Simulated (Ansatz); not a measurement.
Band structure of BaCd2 (Imma, 6 atoms in the cell).

```
CELL_PARAMETERS angstrom
     -2.60045     4.11620     4.25148
      2.60045    -4.11620     4.25148
      2.60045     4.11620    -4.25148
ATOMIC_POSITIONS crystal
  Ba 0.70133 0.45133 0.25000
  Ba 0.29867 0.54867 0.75000
  Cd 0.72653 0.16407 0.56246
  Cd 0.27347 0.83593 0.43754
  Cd 0.10161 0.16407 0.93754
  Cd 0.89839 0.83593 0.06246
```

Method: PBEsol, PAW files made with PBE (plane waves; Ansatz, a program for electronic structure).

Settings: basis.ecutwfc = 30.9 Ry; kpoints.mp_grid.grid = 4 4 4; hamiltonian.xc = pbesol; hamiltonian.pseudopotentials = {kind: paw} (an earlier, softer set of the program's PAW files); scf.occupations.method = fermi_dirac; scf.occupations.width = 0.0073 Ry; kpoints.band_path.npoints = 8.

The starting cell comes from a database of computed structures (which also holds hypothetical and non-ambient phases and stackings), without a prior relaxation at this level. Its lattice was rescaled by a random factor within 2.5 % of one.

Levels in eV from the Fermi level, bands 47 to 54:
```json
[
 {"point": "Γ", "47": "-2.02", "48": "-1.09", "49": "-0.60", "50": "-0.58", "51": "-0.44", "52": "0.23", "53": "0.98", "54": "1.43"},
 {"point": "X", "47": "-3.91", "48": "-1.82", "49": "-1.06", "50": "-1.05", "51": "0.59", "52": "0.66", "53": "1.93", "54": "2.03"},
 {"point": "L", "47": "-3.90", "48": "-1.82", "49": "-1.07", "50": "-1.05", "51": "0.59", "52": "0.66", "53": "1.91", "54": "2.03"},
 {"point": "T", "47": "-2.66", "48": "-2.66", "49": "-0.72", "50": "-0.72", "51": "0.31", "52": "0.31", "53": "1.14", "54": "1.14"},
 {"point": "W", "47": "-3.06", "48": "-3.06", "49": "-0.17", "50": "-0.17", "51": "0.32", "52": "0.32", "53": "1.40", "54": "1.40"},
 {"point": "R", "47": "-3.88", "48": "-1.75", "49": "-0.67", "50": "-0.47", "51": "-0.14", "52": "0.40", "53": "0.88", "54": "1.94"},
 {"point": "X1", "47": "-3.91", "48": "-1.82", "49": "-1.06", "50": "-1.05", "51": "0.59", "52": "0.66", "53": "1.93", "54": "2.03"},
 {"point": "Z", "47": "-3.94", "48": "-1.89", "49": "-0.09", "50": "0.17", "51": "1.57", "52": "1.58", "53": "1.96", "54": "2.13"},
 {"point": "Y", "47": "-3.94", "48": "-1.88", "49": "-0.09", "50": "0.17", "51": "1.57", "52": "1.58", "53": "1.96", "54": "2.06"},
 {"point": "S", "47": "-1.71", "48": "-1.65", "49": "-0.43", "50": "-0.36", "51": "0.57", "52": "0.63", "53": "0.98", "54": "1.80"}
]
```

Bands cross the Fermi level along this path, so the cell is metallic at this level.

Keys are those of Ansatz 0.2.
